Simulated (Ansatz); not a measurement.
ZrMo2 (Fd-3m, No. 227), treated with LDA (Ansatz, an electronic-structure program, PAW).

Run with plane-wave cutoff 520 eV, 12×12×12 k mesh, Fermi–Dirac smearing 0.05 eV, no spin polarisation, scalar-relativistic PAW data made under PBE.

Computed at the level's own relaxed cell.

Q: Predict the lattice parameter a and bulk modulus.

A: 
- lattice parameter a: 7.481 Å
- bulk modulus: 212 GPa

The run finds no gap.

Note: the relaxation could not lower the start's symmetry, so the cell can be a saddle point above a distorted one; the bulk modulus is −V dP/dV from two relaxed cells at ±2 % in volume.

Computed values are for the static lattice.
